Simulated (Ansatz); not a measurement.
Start from Co in the hcp (Mg type) structure (space group P6_3/mmc, No. 194; a = 2.494 Å, c = 4.037 Å; ferromagnetic; relaxed with 0.1 eV smearing).

Method: PBE (Ansatz, a quantum-chemistry and plane-wave program, PAW, without spin-orbit coupling), earlier PAW set.

Before the change:

```
Item       Result
--------  -------
Pressure  0.0 GPa
```

Perturbation: an isotropic linear strain of +1.74 %, atoms relaxed at fixed cell.

Question: How does this affect the pressure?

Answer: The pressure (mean of the normal stresses, compression positive) goes from zero to -9.7 GPa.

Question: What happens to the energy relative to the base?

Answer: The energy increases by 18 meV/atom.

The magnetic state is the one reached from the starting moments; the real material's order can differ, and small cells can't hold many antiferromagnetic ones. Stability against distortions was not tested.
